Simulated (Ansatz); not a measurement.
Take TiO₂ in the anatase structure (space group I4_1/amd, No. 141; a = 3.778 Å, c = 9.589 Å) as the base. Axes: x, y, z lie along a, b, c of the conventional cell.

Method: r2SCAN/PAW in Ansatz (a program for electronic structure), without spin-orbit coupling, earlier PAW set.

Base values:

* **Volume per atom**: 11.41 Å³

It is then changed as follows: uniaxial stress, 5 GPa tension along x; all other stress components relax to zero.

Question: Estimate the effect on the volume per atom.

Answer: The volume per atom grows by 0.066 Å³ to 11.47 Å³.

Load acts through the strain it causes; cell and atoms are relaxed under it. Beyond what the load breaks, stability against distortions was not tested. All final runs are without spin polarisation.
